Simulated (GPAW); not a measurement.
Worked example: self-consistent single point of CuI (F-43m, 2 atoms in the cell) in GPAW.

Level of theory: LDA (Perdew-Wang 92), GPAW PAW datasets LDA (gpaw-data 1.0.1) (plane waves; GPAW 25.7.0).

```
CELL_PARAMETERS angstrom
      0.00000     3.02500     3.02500
      3.02500     0.00000     3.02500
      3.02500     3.02500     0.00000
ATOMIC_POSITIONS crystal
  Cu 0.00000 0.00000 0.00000
  I  0.25000 0.25000 0.25000
```

Reference input (self-consistent single point, DFT PBE, plane waves, GPAW PAW datasets PBE (gpaw-data 1.0.1)): mode = pw; ecut = 850 eV; xc = PBE; kpts = 5 5 5; mesh shift (steps) = 0 0 0; occupations.name = fermi-dirac; occupations.width = 0.01 eV; nbands = -6; convergence.forces = 0.001 eV/Å; convergence.bands = -4; symmetry.symmorphic = false; symmetry.tolerance = 0.0005. This run's input differs from it in these lines:

```diff
@@ -13,3 +13,3 @@
 calc = GPAW(mode={'name': 'pw', 'ecut': 850},
-            xc='PBE',
+            xc='LDA',
             kpts=(5, 5, 5),
```

Its files differ too (potentials: GPAW PAW datasets LDA (gpaw-data 1.0.1)).

The program printed (abridged):

```
     iter     time        total  log10-change:
                         energy   eigst   dens  force
iter:   1 --:--:--    -7.075897   +0.92
iter:   2 --:--:--    -7.024398   -0.77  -1.45
iter:   3 --:--:--    -7.321129   -0.39  -1.48
iter:   4 --:--:--    -7.300534   -2.13  -1.61
iter:   5 --:--:--    -6.861213   -0.95  -1.61
iter:   6 --:--:--    -6.862789   -1.93  -2.43
iter:   7 --:--:--    -6.868469c  -2.30  -2.58
iter:   8 --:--:--    -6.861516c  -3.08  -2.50
iter:   9 --:--:--    -6.861027c  -3.09  -2.91
iter:  10 --:--:--    -6.861011c  -4.70  -3.15
iter:  11 --:--:--    -6.861191c  -4.65  -3.23
iter:  12 --:--:--    -6.860882c  -3.80  -3.15
iter:  13 --:--:--    -6.860868c  -6.06  -3.85
iter:  14 --:--:--    -6.860866c  -5.73  -4.06c
iter:  15 --:--:--    -6.860866c  -7.36  -4.31c
iter:  16 --:--:--    -6.860866c  -6.60  -4.39c
iter:  17 --:--:--    -6.860866c  -7.61c -4.57c
iter:  18 --:--:--    -6.860866c  -7.91c -4.50c -15.79c
Converged after 18 iterations.

Dipole moment: (-5.301216, -5.301216, -5.301216) |e|*Ang

Energy contributions relative to reference atoms: (reference = -238334.582276)

Kinetic:         -2.584257
Potential:       +1.447171
External:        +0.000000
XC:              -5.755467
Entropy (-ST):   -0.000000
Local:           +0.031687
SIC:             +0.000000
--------------------------
Free energy:     -6.860866
Extrapolated:    -6.860866

Showing only first 2 kpts
 Kpt  Band  Eigenvalues  Occupancy
  0     7      4.15972    2.00000
  0     8      4.15972    2.00000
  0     9      5.13479    0.00000
  0    10      9.03945    0.00000

  1     7      3.49287    2.00000
  1     8      3.49287    2.00000
  1     9      7.02489    0.00000
  1    10      7.75601    0.00000

Fermi level: 4.79540

Gap: 0.975 eV
Transition (v -> c):
  (s=0, k=0, n=8, [0.00, 0.00, 0.00]) -> (s=0, k=0, n=9, [0.00, 0.00, 0.00])
No difference between direct/indirect transitions
Energy (eV): -6.860866

Forces in eV/Ang:
  0 Cu    0.00000   -0.00000    0.00000
  1 I    -0.00000   -0.00000   -0.00000

Stress tensor:
     0.022946     0.000000     0.000000
     0.000000     0.022946     0.000000
     0.000000     0.000000     0.022946
Stress (GPa, Voigt): [3.6764 3.6764 3.6764 0.     0.     0.    ]
```

The run converged in 18 iterations. GPAW prints stress with tension positive. Against the reference run the pressure goes from 1.18 to -3.68 GPa and the gap on the mesh goes from 1.156 to 0.975 eV.

The starting cell has typed, rounded lattice constants, without a prior relaxation at this level. Spin-orbit coupling is off. With a pressure of about -4 GPa the cell is away from its equilibrium volume at this level.
